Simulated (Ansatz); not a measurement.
Start from GaAs in the zinc blende structure (space group F-43m, No. 216; a = 5.667 Å). Axes: x, y, z lie along the cube axes.

All numbers come from r2SCAN, PAW, 500 eV (Ansatz, a quantum-chemistry and plane-wave program; without spin-orbit coupling).

The change: uniaxial strain ε_zz = +0.50 %, all other strain components held at zero; the atoms relax in the strained cell.

Problem. Predict the stress tensor and what it implies for the stiffness.

Solution. Stress of the strained cell less that of the base (GPa, compression positive):
```
  -0.24    0.00    0.00
   0.00   -0.24    0.00
   0.00    0.00   -0.58
```

Then −Δσ_ii/ε with ε = 0.0050 gives relaxed-ion elastic constants: C33 ≈ 116 GPa.

Stability against distortions was not tested.
